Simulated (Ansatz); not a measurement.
Consider BeS in the wurtzite structure (space group P6_3mc, No. 186; a = 3.412 Å, c = 5.625 Å; a hypothetical phase, not in the database extracts checked).

Now apply this change: cell and atoms relaxed at a pressure of 1.5 GPa.

Levels (all Ansatz, a program for electronic structure, PAW): PBEsol (420 eV, no spin-orbit coupling); HSE06 (420 eV, spin-orbit coupling left out).

The geometry is relaxed with PBEsol.

| Item | Value |
|---|---|
| PBEsol lowest conduction level above the VBM at special points | K 3.38 eV; M 3.85 eV; L 3.95 eV; Γ 5.10 eV |

### Question
How does going to HSE06 change the lowest conduction level above the VBM at special points?

### Answer
The lowest conduction level above the VBM at special points changes from K 3.38 eV; M 3.85 eV; L 3.95 eV; Γ 5.10 eV to K 4.52 eV; M 5.00 eV; L 5.13 eV; Γ 6.34 eV.

Single points use the geometry relaxed with PBEsol. HSE06 gaps are upper bounds (no full band path). The levels and masses belong to the bands next to the band gap. Load acts through the strain it causes; cell and atoms are relaxed under it. Whether these cells are dynamically stable was not tested.
